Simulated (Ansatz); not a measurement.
The parent structure is Ti2InB2 (space group P-6m2, No. 187; a = 3.0557 Å, c = 7.8293 Å; a hypothetical phase, not in the database extracts checked). Axes: x lies along a and z along c of the hexagonal cell.

Structures relaxed with PBEsol/PAW in Ansatz (an electronic-structure program), no spin-orbit coupling.

Base:

Simulated powder pattern, Cu Kα, λ = 1.54184 Å (kinematic, ideal powder, no thermal factors, no anomalous dispersion; the 10 strongest lines at most, above 2 %, up to 2θ = 90°):

| 2θ (°) | I/Imax (%) | hkl |
|---|---|---|
| 11.30 | 47 | (001) |
| 33.87 | 33 | (100) |
| 34.36 | 32 | (003) |
| 35.82 | 87 | (101) |
| 41.18 | 100 | (102) |
| 49.02 | 23 | (103) |
| 58.67 | 15 | (104) |
| 60.61 | 26 | (110) |
| 69.79 | 20 | (105) |
| 71.56 | 20 | (113) |

It is then changed as follows: the symmetric strain tensor [0.0013 -0.0025 0.0049; -0.0025 -0.0146 0.0223; 0.0049 0.0223 -0.0223]; the atoms relax in the strained cell.

**Question.** Predict the new powder pattern.

**Answer.** 
Simulated powder pattern, Cu Kα, λ = 1.54184 Å (kinematic, ideal powder, no thermal factors, no anomalous dispersion; the 10 strongest lines at most, above 2 %, up to 2θ = 90°):

| 2θ (°) | I/Imax (%) | hkl |
|---|---|---|
| 11.57 | 100 | (001) |
| 35.20 | 63 | (003) |
| 35.72 | 34 | (101) |
| 35.76 | 33 | (-1 1 1) |
| 35.90 | 33 | (011) |
| 41.01 | 68 | (102) |
| 41.22 | 37 | (-1 1 2) |
| 41.81 | 37 | (1 -1 2) |
| 42.29 | 35 | (1 0 -2) |
| 42.88 | 32 | (0 1 -2) |

The indices refer to the base's conventional cell; one index is shown for lines that coincide. The space group is now P1 (No. 1).

No phonon test of stability was made. The final runs are not spin-polarised. An odd electron count without spin: Ti2InB2.
